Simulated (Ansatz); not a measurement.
The parent structure is Ru in the hcp (Mg type) structure (space group P6_3/mmc, No. 194; a = 2.676 Å, c = 4.224 Å; relaxed with 0.1 eV smearing). Axes: x lies along a and z along c of the hexagonal cell.

Level of theory: LDA in Ansatz (plane waves to 420 eV, PAW, without spin-orbit coupling).

Base values:

The shortest interatomic distance comes out as 4.945 bohr.

One thing is altered: the cell is stretched by 0.50 % along z with no lateral relaxation, atoms relaxed at fixed cell.

Question: Predict the new energy relative to the base.

Answer: The energy goes up by 0.7 meV/atom.

Question: What happens to the stress?

Answer: The stress (xx, yy, zz, yz, xz, xy; compression positive) comes out as (-1.0, -1.0, -3.6, 0.0, 0.0, 0.0) GPa.

Question: Estimate the effect on the shortest interatomic distance.

Answer: The shortest interatomic distance grows by 0.016 bohr to 4.961 bohr.

The cells carry an imposed strain or load. Whether these cells are dynamically stable was not tested. All final runs are without spin polarisation.

Ansatz is a first-principles code.
